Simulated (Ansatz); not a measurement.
SnO (model structure, started from the zincblende type, F-43m, No. 216, 2 atoms in the cell): formation enthalpy by level of theory

No measured value is used here.

```json
[
 {"level (code)": "PBE (Ansatz)", "value (eV/atom)": "-0.821"},
 {"level (code)": "PBEsol (Ansatz)", "value (eV/atom)": "-0.819"},
 {"level (code)": "PBE-D3(BJ) (Ansatz)", "value (eV/atom)": "(withheld)"},
 {"level (code)": "r²SCAN (Ansatz)", "value (eV/atom)": "-0.785"}
]
```

Task: What belongs in the gaps?

Result: 
- PBE-D3(BJ) (Ansatz, a program for electronic structure), value (eV/atom): -0.831

Density-functional levels without +SOC have no spin–orbit coupling, which shifts binding energies of heavy elements. PBE-D3(BJ): a distance lies near a switch of the dispersion term, which can move the cell. Each level is taken at its own relaxed cell. Ansatz's density-functional and Hartree–Fock values are scalar-relativistic unless marked +SOC, with PAW data made under PBE.

A model structure was made by putting elements into a prototype or built by hand; it is no filed structure, need not be a known phase, and can be a saddle point held by its symmetry.
